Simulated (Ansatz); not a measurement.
Start from SiC in the wurtzite structure (space group P6_3mc, No. 186; a = 3.076 Å, c = 5.048 Å).

All numbers come from PBEsol (Ansatz, a quantum-chemistry and plane-wave program), no SOC.

Before the change:

- Shortest interatomic distance: 188.3 pm

Modification: cell and atoms relaxed at a pressure of 15 GPa.

Q: How does this affect the shortest interatomic distance?

A: The shortest interatomic distance decreases by 3.7 pm, from 188.3 pm to 184.6 pm.

Load acts through the strain it causes; cell and atoms are relaxed under it. No phonon test of stability was made. No other phases were tried under pressure.
